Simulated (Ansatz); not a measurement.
Consider CaF$_{2}$ in the fluorite structure (space group Fm-3m, No. 225; a = 5.5110 Å).

Method: PBE (Ansatz, a first-principles code; PAW; 420 eV plane waves; no spin-orbit coupling).

Base values:

The band gap is 7.14 eV and the electron mass comes out as 0.55 mₑ (at Γ). The volume per atom is 13.95 Å³.

Modification: cell and atoms relaxed at a pressure of 0.3 GPa.

Question: How does this affect the band gap?

Answer: The band gap increases by 0.02 eV, from 7.14 eV to 7.16 eV.

Question: Predict the new electron mass.

Answer: The electron mass is still 0.55 mₑ (at Γ).

Question: Predict the new volume per atom.

Answer: The volume per atom drops by 0.053 Å³, from 13.95 Å³ to 13.89 Å³.

Load acts through the strain it causes; cell and atoms are relaxed under it. Effective masses come from finite differences of ±0.01 Å⁻¹. No phonon test of stability was made.
